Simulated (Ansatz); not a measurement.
**Phonon-limited transport in WPt$_{3}$ (I4/mmm)**

Data:

```xyz
4
Lattice="-1.9381 1.9381 3.9903 1.9381 -1.9381 3.9903 1.9381 1.9381 -3.9903" Properties=species:S:1:pos:R:3 pbc="T T T"
Pt     0.0000     1.9381     1.9951
Pt     1.9381     0.0000     1.9951
Pt     0.0000     0.0000     3.9903
W      0.0000     0.0000     0.0000
```

These are PBEsol, DFPT electron-phonon coupling, linearised Boltzmann equation (plane waves, PAW, scalar-relativistic; Ansatz, a quantum-chemistry and plane-wave program) values and carry that method's errors. Geometry: relaxed with this functional, without spin-orbit coupling.

```json
{
 "resistivity at 300 K": "15.1 (x), 15.1 (y), 25 (z) μΩ·cm",
 "resistivity at 77 K": "2.4 (x), 2.4 (y), 3.8 (z) μΩ·cm",
 "electron mean free path at 300 K (weighted by the current that each state carries)": "5.8 (x), 5.8 (y), 6.7 (z) nm",
 "electron-phonon coupling λ": "0.36",
 "transport coupling λ_tr": "0.40 (x), 0.40 (y), 0.36 (z)",
 "logarithmic_mean_phonon_energy": "14.5 meV",
 "density of states at the Fermi level": "1.45 states/(eV·spin·cell)"
}
```

A metal at this level (no band gap). Only scattering by harmonic phonons is included (no impurities, grain boundaries, electron-electron scattering or thermal expansion). Spin-orbit coupling is left out, which matters with elements this heavy. The run warned that the eigensolver left some states short of its tolerance. Halving the electron mesh (20x20x20) moves the resistivity by up to 8 % at 300 K, the mean free path by up to 2 %, the coupling by up to 3 %. Smearing 0.20 eV; phonons on a 5x5x5 q mesh, which this run doesn't test and which matters most at low temperature.

Computed structure with no diffraction record at hand here (it may be known, metastable or hypothetical): WPt3 (I4/mmm).
